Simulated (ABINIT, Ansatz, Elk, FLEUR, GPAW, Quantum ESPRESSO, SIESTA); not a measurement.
Code comparison for MnZn₃ (Pm-3m, 4 atoms in the cell)

Self-consistent single point, at a second geometry (lattice scaled by 0.98). First geometry:

```
CELL_PARAMETERS angstrom
      3.72623     0.00000     0.00000
      0.00000     3.72623     0.00000
      0.00000     0.00000     3.72623
ATOMIC_POSITIONS crystal
  Mn 0.00000 0.00000 0.00000
  Zn 0.00000 0.50000 0.50000
  Zn 0.50000 0.00000 0.50000
  Zn 0.50000 0.50000 0.00000
```
Moments meant for the start (each program seeds them in its own way; μB, in the order of the atoms Mn Zn Zn Zn): 4.0 0.0 0.0 0.0.

Shared settings, as Ansatz (an electronic-structure program) writes them: kpoints.mp_grid.grid = 6 6 6; scf.occupations.method = fermi_dirac; scf.occupations.width = 0.1 eV. Potentials and cutoffs stand in the table.

```tsv
code	model	ΔF from the first geometry (meV/atom)	pressure (GPa)	size of the net moment (μB/atom)	cutoff
GPAW	PBEsol, GPAW PAW datasets PBEsol (made by gpaw-setup)	17.4	7.64	0.47	800 eV
Ansatz	PBEsol, default PAW files made with PBE	17.4	7.49	0.48	default
SIESTA	GGA PBEsol, numerical atomic orbitals DZP, PseudoDojo PBEsol standard norm-conserving potentials (rewritten from UPF to PSML)	26.7	10.64	0.52	grid 300 Ry
Quantum ESPRESSO	PBEsol, SSSP 1.1.2 efficiency (PBE) pseudopotentials	18.8	7.10	0.50	50 Ry
FLEUR	PBEsol, all-electron FLAPW (FLEUR), scalar-relativistic valence	18.5	–	0.48	Kmax 4.3 1/bohr
Elk	PBEsol, all-electron FP-LAPW, Elk's shipped species files, default APW+lo basis	12.7	–	0.47	rgkmax 7
ABINIT	PBEsol, PAW (JTH v2.0 PBE PAW, files made for PBE)	18.1	7.50	0.48	30 Ha
```

For Quantum ESPRESSO (by 0.8 GPa) the energy change implies a higher mean pressure, against the two pressures, than for the other programs: a sign of finite-basis (Pulay) stress.

A dash marks a value that a program does not give, or that is left out as unsure.

On Ansatz's run: with one magnetic atom in the cell only a parallel order is possible.

The spread over the programs that give each value: ΔF from the first geometry within 14.0 meV/atom; pressure within 3.54 GPa; size of the net moment within 0.05 μB/atom.

SIESTA uses small atom-centred bases, whose incompleteness enters pressures, forces and empty levels differently from a plane-wave cutoff. FLEUR and Elk treat all electrons, but the usual bases taken here (sphere radii, linearisation, local orbitals, empty states) were not tested for convergence, so the values are no reference for the others. Ansatz's pressure is given at a fixed set of plane waves, as the other plane-wave codes print theirs; with its correction for the finite basis it is 7.61 GPa. In the pressure, SIESTA (by 3.14) lies more than 1 GPa from the median of the plane-wave programs.

The starting cell comes from a database of computed structures (which also holds hypothetical and non-ambient phases and stackings), without a prior relaxation at this level. Its lattice was rescaled by a random factor within 2.5 % of one. For this run, on top of that: lattice scaled by 0.98.

Keys are those of Ansatz 0.2.
